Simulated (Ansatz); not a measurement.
The reference is ZrO2 (space group P4_2/nmc, No. 137; a = 3.5845 Å, c = 5.1787 Å). Axes: x, y, z lie along a, b, c of the conventional cell.

All numbers come from Ansatz (a quantum-chemistry and plane-wave program), PBEsol, PAW, cutoff 420 eV, no spin-orbit coupling, earlier PAW set.

For the base:

| Property | Result |
|---|---|
| Smallest direct gap | 4.12 eV |
| Shortest interatomic distance | 3.917 bohr |
| Band gap | 4.00 eV |
| Gap character | indirect, M–Γ (56 % along) → Γ |

Now apply this change: uniaxial stress, 2 GPa tension along z; all other stress components relax to zero.

Q: What happens to the secant Young's modulus along z?

A: The secant Young's modulus along z amounts to 280 GPa.

Q: Predict the new smallest direct gap.

A: The smallest direct gap goes up by 0.02 eV (4.12 eV → 4.14 eV).

Q: What happens to the energy relative to the base?

A: The energy goes up by 0.5 meV/atom.

Q: Predict the new shortest interatomic distance.

A: The shortest interatomic distance decreases by 0.0056 bohr, from 3.917 bohr to 3.912 bohr.

Q: How does this affect the band gap?

A: The band gap rises by 0.051 eV, from 4.00 eV to 4.06 eV.

Q: What happens to the gap character?

A: The gap character goes from indirect, M–Γ (56 % along) → Γ to indirect, Z → Γ.

Load acts through the strain it causes; cell and atoms are relaxed under it. Beyond what the load breaks, stability against distortions was not tested. This is not the structure that ZrO2 has at room temperature and ambient pressure.
